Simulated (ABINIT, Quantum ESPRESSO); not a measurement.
A Quantum ESPRESSO input for a self-consistent single point of AlN (F-43m, 2 atoms in the cell) (DFT, PBE, plane waves, PseudoDojo standard norm-conserving (PBE) pseudopotentials):

```fortran
&control
    calculation = 'scf'
    prefix = 'run'
    outdir = './work'
    pseudo_dir = './'
    verbosity = 'high'
    tprnfor = .true.
    tstress = .true.
/
&system
    ibrav = 0
    nat = 2
    ntyp = 2
    ecutwfc = 85
    occupations = 'smearing'
    smearing = 'fd'
    degauss = 0.000734986
/
&electrons
    conv_thr = 1.0d-9
    mixing_beta = 0.3
/
ATOMIC_SPECIES
Al    26.9815  Al.upf
N     14.0070  N.upf
ATOMIC_POSITIONS angstrom
Al    0.0000000000    0.0000000000    0.0000000000
N     1.0731000000    1.0731000000    1.0731000000
K_POINTS automatic
10 10 10  0 0 0
CELL_PARAMETERS angstrom
   0.0000000000     2.1462000000     2.1462000000
   2.1462000000     0.0000000000     2.1462000000
   2.1462000000     2.1462000000     0.0000000000
```

**Question.** Give the ABINIT input for the same structure, mesh, smearing and functional.

**Answer.** This is the input that was run; spellings and numerical settings could be chosen otherwise.

```
# AlN, JTH v2.0 PBE PAW
pp_dirpath "./"
pseudos "Al.GGA_PBE-JTH.xml, N.GGA_PBE-JTH.xml"
acell 5.7356686664 5.7356686664 5.7356686664
rprim
        -0.0000000000    0.7071067812    0.7071067812
         0.7071067812   -0.0000000000    0.7071067812
         0.7071067812    0.7071067812   -0.0000000000
natom 2
ntypat 2
znucl 13 7
typat 1 2
xcart
         0.0000000000    0.0000000000    0.0000000000
         2.0278651043    2.0278651043    2.0278651043
ecut 707 eV
pawecutdg 1415 eV
pawxcdev 0
occopt 3
tsmear 0.01 eV
nband 9
kptopt 1
ngkpt 10 10 10
nshiftk 1
shiftk 0 0 0
nstep 50
tolvrs 1.0e-12
prtwf 0
prtden 0
enunit 2
```

Basis, cutoffs, solver keys and any potentials are the target program's own. This input uses DFT, PBE, plane waves, PAW (JTH v2.0 PBE PAW). Both were run: pressure 16.68 GPa in Quantum ESPRESSO and 17.75 in ABINIT; gap on the mesh 3.351 eV in Quantum ESPRESSO and 3.322 in ABINIT.

On ABINIT: the starting cell has typed, rounded lattice constants, without a prior relaxation at this level. For this run, on top of that: lattice scaled by 0.98. With a pressure of about 18 GPa the cell is away from its equilibrium volume at this level.

On Quantum ESPRESSO: the starting cell has typed, rounded lattice constants, without a prior relaxation at this level. For this run, on top of that: lattice scaled by 0.98. With a pressure of about 17 GPa the cell is away from its equilibrium volume at this level.
